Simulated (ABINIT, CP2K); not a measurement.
An ABINIT input for a self-consistent single point of AlCr2C (P6_3/mmc, 8 atoms in the cell) (DFT, PBE, plane waves, PAW (JTH v2.0 PBE PAW)):

```
# AlCr2C, JTH v2.0 PBE PAW
pp_dirpath "./"
pseudos "Al.GGA_PBE-JTH.xml, Cr.GGA_PBE-JTH.xml, C.GGA_PBE-JTH.xml"
acell 5.3386648729 5.3386648729 23.8131380951
rprim
         1.0000000000    0.0000000175    0.0000000000
        -0.5000000151    0.8660253951    0.0000000000
         0.0000000000    0.0000000000    1.0000000000
natom 8
ntypat 3
znucl 13 24 6
typat 1 1 2 2 2 2 3 3
xcart
         2.6693324096    1.5411398474    5.9532845238
        -0.0000000538    3.0822796015   17.8598535713
        -0.0000000538    3.0822796015    9.8810235212
         2.6693324096    1.5411398474   13.9321145739
         2.6693324096    1.5411398474   21.7875925687
        -0.0000000538    3.0822796015    2.0255455264
         0.0000000000    0.0000000000   11.9065690475
         0.0000000000    0.0000000000    0.0000000000
ecut 30
pawecutdg 60
ixc 11
occopt 3
tsmear 0.136 eV
nband 45
kptopt 1
ngkpt 9 9 2
nshiftk 1
shiftk 0 0 0
nstep 60
tolvrs 1.0e-11
prtwf 0
prtden 0
```

Task: Write the same calculation as an input for CP2K.

Result: One input that does it (others would too):

```
&GLOBAL
  PROJECT run
  RUN_TYPE ENERGY_FORCE
  PRINT_LEVEL MEDIUM
&END GLOBAL
&FORCE_EVAL
  METHOD Quickstep
  STRESS_TENSOR ANALYTICAL
  &DFT
    BASIS_SET_FILE_NAME BASIS_MOLOPT
    POTENTIAL_FILE_NAME GTH_POTENTIALS
    &QS
      METHOD GPW
      EPS_DEFAULT 1E-10
    &END QS
    &MGRID
      CUTOFF 600
      REL_CUTOFF 50
      NGRIDS 5
    &END MGRID
    &SCF
      SCF_GUESS ATOMIC
      EPS_SCF 1E-6
      MAX_SCF 100
      ADDED_MOS 12
      &DIAGONALIZATION
        ALGORITHM STANDARD
      &END DIAGONALIZATION
      &MIXING
        METHOD BROYDEN_MIXING
        ALPHA 0.3
        NBUFFER 12
        BETA 1.5
      &END MIXING
      &SMEAR ON
        METHOD FERMI_DIRAC
        ELECTRONIC_TEMPERATURE [K] 1578.21
      &END SMEAR
    &END SCF
    &KPOINTS
      SCHEME MONKHORST-PACK 9 9 2
      GAMMA_CENTERED T
    &END KPOINTS
    &XC
      &XC_FUNCTIONAL PBE
      &END XC_FUNCTIONAL
    &END XC
    &PRINT
      &MO
        EIGENVALUES T
        OCCUPATION_NUMBERS T
        NDIGITS 8
        FILENAME mo
        &EACH
          QS_SCF 0
        &END EACH
        ADD_LAST NUMERIC
      &END MO
      &MULLIKEN ON
      &END MULLIKEN
    &END PRINT
  &END DFT
  &SUBSYS
    &CELL
      A 2.82510000 0.00000000 0.00000000
      B -1.41255000 2.44660800 0.00000000
      C 0.00000000 0.00000000 12.60137000
      PERIODIC XYZ
    &END CELL
    &COORD
      SCALED
      Al       0.66666700     0.33333300     0.25000000
      Al       0.33333300     0.66666700     0.75000000
      Cr       0.33333300     0.66666700     0.41494000
      Cr       0.66666700     0.33333300     0.58506000
      Cr       0.66666700     0.33333300     0.91494000
      Cr       0.33333300     0.66666700     0.08506000
      C        0.00000000     0.00000000     0.50000000
      C        0.00000000     0.00000000     0.00000000
    &END COORD
    &KIND Al
      BASIS_SET DZVP-MOLOPT-SR-GTH
      POTENTIAL GTH-PBE-q3
    &END KIND
    &KIND Cr
      BASIS_SET DZVP-MOLOPT-SR-GTH
      POTENTIAL GTH-PBE-q14
    &END KIND
    &KIND C
      BASIS_SET DZVP-MOLOPT-SR-GTH
      POTENTIAL GTH-PBE-q4
    &END KIND
  &END SUBSYS
  &PRINT
    &FORCES ON
    &END FORCES
    &STRESS_TENSOR ON
    &END STRESS_TENSOR
  &END PRINT
&END FORCE_EVAL
```

Basis settings and potentials, where a program has them, do not carry over. This input uses DFT PBE, GPW, DZVP-MOLOPT-SR-GTH basis, GTH-PBE potentials (GTH_POTENTIALS).

The starting cell comes from a database of computed structures (which also holds hypothetical and non-ambient phases and stackings), without a prior relaxation at this level.
